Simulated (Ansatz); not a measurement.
The starting structures come from a database of crystals and need not be the phases stable at ambient conditions.

 Where the default PAW files enter, the runs use the earlier of Ansatz's two default sets.

By PBEsol, the system below comes out a metal.

Without scattering a metal conducts by its projected Fermi surface.

Given:

```
CELL_PARAMETERS angstrom
      4.40595     0.00000     0.00000
     -2.20298     3.81567     0.00000
      2.20298     1.27189     1.83543
ATOMIC_POSITIONS crystal
  Ti 0.00000 0.00000 0.00000
  Al 0.00000 0.50000 0.50000
```

Space group of this cell: R-3m. The cell is strained (lengths across the current scaled by 0.98, ions clamped); by PBEsol its mean pressure is 2.3 GPa.

The current flows along the normal of the first two printed cell vectors, the (111) (indices of the unstrained crystal) plane of the conventional cell. No spin-orbit coupling; the value is a mean over 0.1 eV about the Fermi level.

### Question
Compute, with Ansatz (a program for electronic structure) with PBEsol, the ballistic conductance per area.

### Answer
0.95 × 10¹⁵ S/m² for both spins.
